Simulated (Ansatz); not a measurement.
Level of theory: PBE (plane waves to 420 eV, PAW; Ansatz, a first-principles code).

Planar average of the electrostatic potential across the slab, in eV from the highest filled level, for the (113) surface of germanium, 1 pair of surface atoms bonded, Br on every dangling bond (bottom of the slab: built like the top, H on every dangling bond, free):

| z (Å) | V (eV) |
|---|---|
| 4.02 | 4.63 |
| 4.31 | 4.63 |
| 4.59 | 4.63 |
| 4.88 | 4.63 |
| 5.17 | 4.63 |
| 5.45 | 4.63 |
| 5.74 | 4.63 |
| 6.03 | 4.63 |
| 6.31 | 4.63 |
| 6.60 | 4.62 |
| 6.89 | 4.61 |
| 7.18 | 4.58 |
| 7.46 | 4.52 |
| 7.75 | 4.37 |
| 8.04 | 4.01 |
| 8.32 | 3.09 |
| 8.61 | 2.15 |
| 8.90 | 1.68 |
| 9.19 | 0.34 |
| 9.47 | -2.08 |
| 9.76 | -4.01 |
| 10.05 | -4.57 |
| 10.33 | -3.80 |
| 10.62 | -2.72 |
| 10.91 | -2.57 |
| 11.19 | -3.59 |
| 11.48 | -4.53 |
| 11.77 | -4.36 |
| 12.06 | -3.15 |
| 12.34 | -2.03 |
| 12.63 | -2.08 |
| 12.92 | -3.31 |
| 13.20 | -4.38 |
| 13.49 | -4.33 |
| 13.78 | -3.18 |
| 14.06 | -2.07 |
| 14.35 | -2.09 |
| 14.64 | -3.28 |
| 14.93 | -4.39 |
| 15.21 | -4.39 |
| 15.50 | -3.28 |
| 15.79 | -2.15 |
| 16.07 | -2.10 |
| 16.36 | -3.15 |
| 16.65 | -4.22 |
| 16.94 | -4.24 |
| 17.22 | -3.17 |
| 17.51 | -1.99 |
| 17.80 | -2.10 |
| 18.08 | -3.33 |
| 18.37 | -4.59 |
| 18.66 | -4.74 |
| 18.94 | -3.78 |
| 19.23 | -2.75 |
| 19.52 | -2.61 |
| 19.81 | -3.55 |
| 20.09 | -4.18 |
| 20.38 | -3.60 |
| 20.67 | -1.77 |
| 20.95 | 0.32 |
| 21.24 | 1.24 |
| 21.53 | -0.12 |
| 21.81 | -2.31 |
| 22.10 | -4.49 |
| 22.39 | -4.63 |
| 22.68 | -2.36 |
| 22.96 | 0.54 |
| 23.25 | 3.32 |
| 23.54 | 4.96 |
| 23.82 | 5.49 |
| 24.11 | 5.71 |
| 24.40 | 5.80 |
| 24.69 | 5.83 |
| 24.97 | 5.84 |
| 25.26 | 5.85 |
| 25.55 | 5.85 |
| 25.83 | 5.85 |
| 26.12 | 5.85 |
| 26.41 | 5.85 |
| 26.69 | 5.85 |
| 26.98 | 5.85 |

Model: 36-atom slab, 14.6 Å thick at the start with caps and adatoms, 4x4x1 mesh, Fermi-Dirac 0.025 eV, dipole correction, 4 atoms held, the rest relaxed; no symmetry held; no spin, no spin-orbit, no U. It is one candidate, not shown to be the stable structure of the face.

### Question
The surface cell has an area of 55.02 Å². What dipole along the normal does the step between the two vacuum levels imply?

### Answer
the top vacuum level lies 1.22 eV above the bottom one; p = −ε₀ A ΔV (ε₀ = 0.005526 e/(V·Å)) gives -0.37 e·Å a cell.
